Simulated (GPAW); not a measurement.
# Cost against accuracy: ecut for Mg₆TiMo (Amm2, 8 atoms in the cell)

Cell: a = 4.9768 Å, b = 6.2527 Å, c = 6.2527 Å, α = 55.08°, β = 90.00°, γ = 90.00°.

Level of theory: PBEsol, GPAW PAW datasets PBEsol (made by gpaw-setup) (plane waves; GPAW).

Base settings: mode = pw; ecut = 800 eV; xc = PBEsol; kpts = 3 3 3; mesh shift (steps) = 0 0 0; occupations.name = fermi-dirac; occupations.width = 0.1 eV; nbands = -16; convergence.density = 1e-05 e/electron; symmetry.symmorphic = false.

Misses are taken against the tightest run, 1600 eV, which need not be fully converged itself. The energy is the free energy per atom.

The count of work is k-points × plane waves × bands × iterations; it is no time, and leaves out set-up, grids and terms that scale otherwise. Core times come from one kind of shared machine and are given to one figure; runs under 30 s give none.

The starting cell comes from a database of computed structures (which also holds hypothetical and non-ambient phases and stackings), without a prior relaxation at this level. Spin polarisation is off. Without a gap this mesh is coarse (it stands for a supercell whose shortest vector is 15 Å).

```csv
ecut,energy less reference (meV/atom),pressure less reference (GPa),count of work / reference,core time / reference (rough)
320 eV,187.30,-4.20,0.090,0.1
400 eV,56.74,-1.90,0.12,0.2
480 eV,18.02,-0.55,0.16,0.2
560 eV,8.29,-0.19,0.21,0.2
640 eV,4.44,-0.12,0.26,0.3
720 eV,2.20,-0.08,0.31,0.3
800 eV,0.97,-0.04,0.34,0.4
920 eV,0.26,-0.01,0.44,0.5
1040 eV,0.07,0.00,0.55,0.6
1200 eV,0.02,0.00,0.68,0.7
1400 eV,0.00,0.00,0.79,0.8
1600 eV,0.00,0.00,1.0,1
```

Coarsest setting among those run that, with all tighter ones, holds the energy within 5 meV/atom of the reference: 640 eV, off by 4.4 meV/atom; it needs 0.26 of the reference's count of work and about 0.3 of the reference's time.

Coarsest setting among those run that, with all tighter ones, holds the energy within 0.5 meV/atom of the reference: 920 eV, off by 0.26 meV/atom; its saving against the reference is no more than about a factor of 2 in time.

The step from 480 eV to 920 eV: it takes the miss in the energy from 18 to 0.26 meV/atom, for 2.8 times the count of work and roughly 3 times the time.
